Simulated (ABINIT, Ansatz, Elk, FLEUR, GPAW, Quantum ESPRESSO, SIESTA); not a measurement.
PtAl2 (Fm-3m, 3 atoms in the cell) computed with different codes at matched settings

Self-consistent single point, at a second geometry (lattice scaled by 0.98). First geometry:

```
CELL_PARAMETERS angstrom
      0.00000     2.90004     2.90004
      2.90004     0.00000     2.90004
      2.90004     2.90004     0.00000
ATOMIC_POSITIONS crystal
  Al 0.25000 0.25000 0.25000
  Al 0.75000 0.75000 0.75000
  Pt 0.00000 0.00000 0.00000
```

Shared settings, as Ansatz (a program for electronic structure) writes them: kpoints.mp_grid.grid = 13 13 13; scf.occupations.method = fermi_dirac; scf.occupations.width = 0.0073 Ry. Potentials and cutoffs stand in the table.

```
code                                                                                                                                model  ΔF from the first geometry (meV/atom)  pressure (GPa)           cutoff
----------------  -----------------------------------------------------------------------------------------------------------------------  -------------------------------------  --------------  ---------------
FLEUR                                                                        PBE, all-electron FLAPW (FLEUR), scalar-relativistic valence                                  106.4               –  Kmax 4.7 1/bohr
ABINIT                                                           PBE, norm-conserving pseudopotentials (PseudoDojo nc-sr-05 PBE standard)                                  101.3           23.33            42 Ha
GPAW                                                                                         PBE, GPAW PAW datasets PBE (gpaw-data 1.0.1)                                  106.1           24.21           550 eV
Elk                                                          PBE, all-electron FP-LAPW, Elk's shipped species files, default APW+lo basis                                  106.6               –         rgkmax 7
SIESTA            GGA PBE, numerical atomic orbitals TZP, PseudoDojo PBE standard norm-conserving potentials (rewritten from UPF to PSML)                                   99.6           22.89      grid 400 Ry
Quantum ESPRESSO                                                                                PBE, PSlibrary PAW (PBE) pseudopotentials                                  103.0           23.65            45 Ry
Ansatz                                                                                                             PBE, default PAW files                                  102.6           23.51          default
```

A dash marks a value that a program does not give, or that is left out as unsure.

On Ansatz's run: spin-orbit coupling is off. Spin polarisation is off.

The spread over the programs that give each value: ΔF from the first geometry within 7.0 meV/atom; pressure within 1.32 GPa.

SIESTA uses small atom-centred bases, whose incompleteness enters pressures, forces and empty levels differently from a plane-wave cutoff. FLEUR and Elk treat all electrons, but the usual bases taken here (sphere radii, linearisation, local orbitals, empty states) were not tested for convergence, so the values are no reference for the others. Ansatz's pressure is given at a fixed set of plane waves, as the other plane-wave codes print theirs; with its correction for the finite basis it is 23.59 GPa.

The starting cell has typed, rounded lattice constants, without a prior relaxation at this level. Its lattice was rescaled by a random factor within 2.5 % of one. For this run, on top of that: lattice scaled by 0.98.

Keys are those of Ansatz 0.2.
